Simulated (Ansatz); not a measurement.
Abridged Ansatz (an electronic-structure program) output:

```
Relaxation: its limit of steps is 60 (relax.max_steps)
Pseudopotential: Sn, paw, valence charge 14
Crystal: 2 atoms, lattice volume = 55.789 Å³
Basis set: ecut = 420 eV, 1109 PW (Γ), exchange–correlation on 60×60×60 points (8 copies of the dense FFT grid, shifted against one another)
Bands: 18, of which v1, the nominal top of the filled ones, is band 14 counted from 1 (13 counted from 0)
Symmetry: 16 space group operations
k-points: 349 of 4096
Functional: x = pbe(κ = 0.804, μ = 0.2195149727645171), c = pbe(β = 0.06672455060314922)
SCF iter   1: F=—  HF=-12048.509356 eV  |F-HF|=—  |Δ(HF+E_count)|=         —  Δρ=1.33e-2  dr2=9.06e-2  ethr=3.10e-3  ⟨swp⟩=6.1  Hψ=33182  notcnv=0
SCF iter   2: F=—  HF=-12048.500102 eV  |F-HF|=—  |Δ(HF+E_count)|=   9.25e-3  Δρ=8.79e-3  dr2=3.73e-2  ethr=3.24e-4  ⟨swp⟩=2.0  Hψ=10449  notcnv=0  defer=2
SCF 1 converged in 7 iterations: F = -12048.500291 eV  dr2 = 1.66e-8
relax step   1: F+E_penalty+E_count = -12048.50029122 eV  Δ(F+E_penalty+E_count) = +0.000e0 eV  max|allowed force component| = 3.469e-18 eV/Å  Δτ_max = 0.0000 Å  P = +0.899 GPa  Ω = 55.789 Å³  (7 SCF iters, dr2 threshold 1.00e-7 eV, accepted)
[... steps on the carried basis left out ...]
relax step   5: F+E_penalty+E_count = -12048.48901279 eV  Δ(F+E_penalty+E_count) = +7.520e-5 eV  max|allowed force component| = 1.735e-17 eV/Å  Δτ_max = 0.0000 Å  P = +2.098 GPa  Ω = 54.573 Å³  stress off target by 9.25e-3 GPa  SCF on the basis re-selected at this cell (its energy is not comparable with the rows above)  (6 SCF iters)
SCF converged after 6 iterations
Free energy (F): -12048.489013 eV
Internal energy: -12048.481486 eV  (E = F + TS)
E sigma→0 (E₀):  -12048.485249 eV
Entropy (-TS):   -0.007527 eV (-3.763 meV/atom)
Fermi energy:    10.733788 eV
--- Forces (eV/Å), atoms counted from 1 ---
  atom   1  Sn     0.00000000    -0.00000000     0.00000000
  atom   2  Sn    -0.00000000     0.00000000     0.00000000
--- Stress (GPa, compression-positive) ---
        2.102284       0.000000       0.000000
        0.000000       2.102284       0.000000
       -0.000000      -0.000000       2.090747
  P = ⅓ Tr σ = 2.0984 GPa (20.984 kbar)
--- Relaxed structure (4 steps of the walk, 4 accepted, 1 SCFs on fresh bases) ---
  cell:  # Å, volume = 54.5728 Å³
    - [-2.9347969180685993, 2.9347969180685993, 1.5840188030135474]
    - [2.9347969180685993, -2.9347969180685993, 1.5840188030135474]
    - [2.9347969180685993, 2.9347969180685993, -1.5840188030135474]
  atoms:
    - { symbol: Sn, position: [0.7500000000000001, 0.24999999999999994, 0.5000000000000001] }
    - { symbol: Sn, position: [4.0719978638011764e-36, -3.053998397850882e-36, 1.0179994659502943e-36] }
```

### Question
What was computed, and what are the main results?

### Answer
Sn, 2 atoms in the cell, with PBE in Ansatz (plane waves to 420 eV, PAW, no spin-orbit coupling), earlier PAW set, from a series relaxed to a target (pressure 2.1 GPa). The last SCF converged to F = -12048.489013 eV, or -6024.2445 eV per atom, at a pressure of 2.10 GPa. The total energy compares only with runs of the same code, potentials and settings.

Load acts through the strain it causes; cell and atoms are relaxed under it. Whether these cells are dynamically stable was not tested. The cell was made from Sn (space group I4_1/amd, No. 141) by this change: pressure 2.1 GPa.

Keys are those of Ansatz 0.2.
